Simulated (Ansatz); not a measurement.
The cell is built on a prototype and need not be the phase stable at ambient conditions.

By PBEsol, the system below comes out a metal.

The ballistic (Sharvin) conductance counts the channels at the Fermi level: G/A = (e²/h) × channels of both spins per area.

Given:

```yaml
crystal:
  lattice:
    - [4.77323, 0.00000, 0.00000]
    - [-2.38661, 4.13374, 0.00000]
    - [2.38661, 1.37791, 1.94866]
  atoms:
    - { symbol: Pt, position: [0.00000, 0.00000, 0.00000] }
    - { symbol: Sb, position: [0.00000, 0.50000, 0.50000] }
```

Space group of this cell: Pm-3m, CsCl type. The cell was relaxed by PBE-D3(BJ).

The current flows along the normal of the first two printed cell vectors. No spin-orbit coupling; the value is a mean over 0.1 eV about the Fermi level.

**Question.** Compute, with PBEsol run with Ansatz (a program for electronic structure), the ballistic conductance per area.

**Answer.** 0.89 × 10¹⁵ S/m² for both spins.
